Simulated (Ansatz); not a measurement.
**Point defects in YN**

Take a 24-atom supercell of YN in the rock salt structure (space group Fm-3m, No. 225) at its relaxed geometry as the base.

```yaml
crystal:
  lattice:
    - [0.00000, 4.85616, 4.85616]
    - [4.85616, -4.85616, 4.85616]
    - [4.85616, 4.85616, 0.00000]
  atoms:
    - { symbol: N, position: [0.00000, 0.00000, 0.00000] }
    - { symbol: N, position: [0.00000, 0.00000, 0.50000] }
    - { symbol: N, position: [0.16667, 0.33333, 0.16667] }
    - { symbol: N, position: [0.16667, 0.33333, 0.66667] }
    - { symbol: N, position: [0.33333, 0.66667, 0.33333] }
    - { symbol: N, position: [0.33333, 0.66667, 0.83333] }
    - { symbol: N, position: [0.50000, 0.00000, 0.00000] }
    - { symbol: N, position: [0.50000, 0.00000, 0.50000] }
    - { symbol: N, position: [0.66667, 0.33333, 0.16667] }
    - { symbol: N, position: [0.66667, 0.33333, 0.66667] }
    - { symbol: N, position: [0.83333, 0.66667, 0.33333] }
    - { symbol: N, position: [0.83333, 0.66667, 0.83333] }
    - { symbol: Y, position: [0.33333, 0.16667, 0.33333] }
    - { symbol: Y, position: [0.33333, 0.16667, 0.83333] }
    - { symbol: Y, position: [0.50000, 0.50000, 0.50000] }
    - { symbol: Y, position: [0.50000, 0.50000, 0.00000] }
    - { symbol: Y, position: [0.66667, 0.83333, 0.66667] }
    - { symbol: Y, position: [0.66667, 0.83333, 0.16667] }
    - { symbol: Y, position: [0.83333, 0.16667, 0.33333] }
    - { symbol: Y, position: [0.83333, 0.16667, 0.83333] }
    - { symbol: Y, position: [0.00000, 0.50000, 0.50000] }
    - { symbol: Y, position: [0.00000, 0.50000, 0.00000] }
    - { symbol: Y, position: [0.16667, 0.83333, 0.66667] }
    - { symbol: Y, position: [0.16667, 0.83333, 0.16667] }
```

One neutral defect a cell, atoms relaxed at fixed cell.

All numbers come from PBEsol, PAW, 420 eV (Ansatz, an electronic-structure program; without spin-orbit coupling).

```tsv
change	gap of the supercell	pressure	largest displacement of a host atom from its site in the perfect cell
perfect supercell	0.08 eV	0.0 GPa	–
H interstitial (started 2.10 Å from the nearest host atom)	zero	0.6 GPa	0.05 Å
Y interstitial (started 1.72 Å from the nearest host atom)	zero	12.6 GPa	0.53 Å
N vacancy	zero	0.7 GPa	0.06 Å
N interstitial (started 1.72 Å from the nearest host atom), symmetric start	zero	4.8 GPa	0.35 Å
Al on a Y site, symmetric start	0.25 eV	-4.70 GPa	0.07 Å
```

The cell is small, so the values are those of an ordered compound at a high defect concentration; dilute-limit values will differ. The mesh was chosen for an insulator and is coarse for the gapless case. Defects with a symmetric start kept the site's symmetry and may sit on a saddle; the others started slightly shaken. The final runs are not spin-polarised. The zero or small gap of YN can change with the level of theory.
